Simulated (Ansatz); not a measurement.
Electronic density of states of amorphous Ti$_{20}$O$_{41}$Ag$_{2}$, density 3.81 g/cm³, on a 2×2×2 Γ-centred mesh with a Gaussian width of 0.1 eV; energies count from the Fermi level, whose place inside the gap is arbitrary. Cell and mesh are small, so fine structure isn't converged. Method: PBE, scalar-relativistic without spin-orbit coupling (plane waves to 420 eV, PAW; Ansatz, an electronic-structure program). Sampling: a 2×2×2 Γ-centred mesh; Fermi-Dirac width 0.02 eV; no spin polarisation. At PBE the levels at the filled edge of the gap are localised (band-tail or defect states), and the nearest spread-out levels lie 2.7 eV apart at the zone centre.

A CHGNet melt-quench gave the starting glass, which DFT then relaxed. O atoms were pushed apart under 1.9 Å during the dynamics, to hinder bonds among them. The hot cell started wider than the set density and was brought back towards it in steps. It is the lowest in DFT energy of 2 quenches. It is a model cell: composition and starting density were chosen by hand, and all elements were melted together. No dispersion term was used. Its density started from a set value of 3.87 and ended at 3.81 g/cm³. The simulated quench (nominally 300 K/ps over its main leg) is rapid and tends to freeze in more defects than a deposited or slowly cooled glass has. A cell of this size samples the disorder only roughly. Volume and shape were free in the relaxation. On a 2×2×2 Γ-centred mesh force components of up to 0.18 eV/Å stay, since the relaxation ran on the zone centre alone.

| E - EF (eV) | states/(eV atom) |
|---|---|
| -12.00 | 0.00 |
| -11.90 | 0.00 |
| -11.80 | 0.00 |
| -11.70 | 0.00 |
| -11.60 | 0.00 |
| -11.50 | 0.00 |
| -11.40 | 0.00 |
| -11.30 | 0.00 |
| -11.20 | 0.00 |
| -11.10 | 0.00 |
| -11.00 | 0.00 |
| -10.90 | 0.00 |
| -10.80 | 0.00 |
| -10.70 | 0.00 |
| -10.60 | 0.00 |
| -10.50 | 0.00 |
| -10.40 | 0.00 |
| -10.30 | 0.00 |
| -10.20 | 0.00 |
| -10.10 | 0.00 |
| -10.00 | 0.00 |
| -9.90 | 0.00 |
| -9.80 | 0.00 |
| -9.70 | 0.00 |
| -9.60 | 0.00 |
| -9.50 | 0.00 |
| -9.40 | 0.00 |
| -9.30 | 0.00 |
| -9.20 | 0.00 |
| -9.10 | 0.00 |
| -9.00 | 0.00 |
| -8.90 | 0.00 |
| -8.80 | 0.00 |
| -8.70 | 0.00 |
| -8.60 | 0.00 |
| -8.50 | 0.00 |
| -8.40 | 0.00 |
| -8.30 | 0.00 |
| -8.20 | 0.00 |
| -8.10 | 0.00 |
| -8.00 | 0.00 |
| -7.90 | 0.00 |
| -7.80 | 0.00 |
| -7.70 | 0.00 |
| -7.60 | 0.00 |
| -7.50 | 0.00 |
| -7.40 | 0.00 |
| -7.30 | 0.00 |
| -7.20 | 0.00 |
| -7.10 | 0.00 |
| -7.00 | 0.00 |
| -6.90 | 0.00 |
| -6.80 | 0.00 |
| -6.70 | 0.00 |
| -6.60 | 0.00 |
| -6.50 | 0.00 |
| -6.40 | 0.01 |
| -6.30 | 0.09 |
| -6.20 | 0.19 |
| -6.10 | 0.29 |
| -6.00 | 0.53 |
| -5.90 | 0.63 |
| -5.80 | 0.70 |
| -5.70 | 0.84 |
| -5.60 | 0.91 |
| -5.50 | 1.00 |
| -5.40 | 1.13 |
| -5.30 | 1.09 |
| -5.20 | 1.06 |
| -5.10 | 1.15 |
| -5.00 | 1.19 |
| -4.90 | 1.07 |
| -4.80 | 1.02 |
| -4.70 | 1.00 |
| -4.60 | 0.94 |
| -4.50 | 0.88 |
| -4.40 | 0.85 |
| -4.30 | 0.88 |
| -4.20 | 0.88 |
| -4.10 | 0.84 |
| -4.00 | 0.85 |
| -3.90 | 0.84 |
| -3.80 | 0.87 |
| -3.70 | 0.90 |
| -3.60 | 0.90 |
| -3.50 | 0.88 |
| -3.40 | 0.82 |
| -3.30 | 0.81 |
| -3.20 | 0.86 |
| -3.10 | 0.89 |
| -3.00 | 0.89 |
| -2.90 | 0.90 |
| -2.80 | 1.00 |
| -2.70 | 1.01 |
| -2.60 | 0.97 |
| -2.50 | 0.97 |
| -2.40 | 0.97 |
| -2.30 | 0.97 |
| -2.20 | 1.01 |
| -2.10 | 0.94 |
| -2.00 | 0.87 |
| -1.90 | 0.85 |
| -1.80 | 0.80 |
| -1.70 | 0.72 |
| -1.60 | 0.52 |
| -1.50 | 0.31 |
| -1.40 | 0.23 |
| -1.30 | 0.22 |
| -1.20 | 0.20 |
| -1.10 | 0.12 |
| -1.00 | 0.02 |
| -0.90 | 0.00 |
| -0.80 | 0.00 |
| -0.70 | 0.00 |
| -0.60 | 0.00 |
| -0.50 | 0.00 |
| -0.40 | 0.00 |
| -0.30 | 0.00 |
| -0.20 | 0.00 |
| -0.10 | 0.00 |
| 0.00 | 0.00 |
| 0.10 | 0.00 |
| 0.20 | 0.00 |
| 0.30 | 0.00 |
| 0.40 | 0.00 |
| 0.50 | 0.00 |
| 0.60 | 0.00 |
| 0.70 | 0.00 |
| 0.80 | 0.00 |
| 0.90 | 0.00 |
| 1.00 | 0.01 |
| 1.10 | 0.13 |
| 1.20 | 0.45 |
| 1.30 | 0.72 |
| 1.40 | 0.84 |
| 1.50 | 1.01 |
| 1.60 | 1.03 |
| 1.70 | 1.00 |
| 1.80 | 0.99 |
| 1.90 | 0.97 |
| 2.00 | 0.97 |
| 2.10 | 0.97 |
| 2.20 | 0.99 |
| 2.30 | 0.94 |

The level gap on this mesh is 2.30 eV; the broadening fills part of it in the curve.
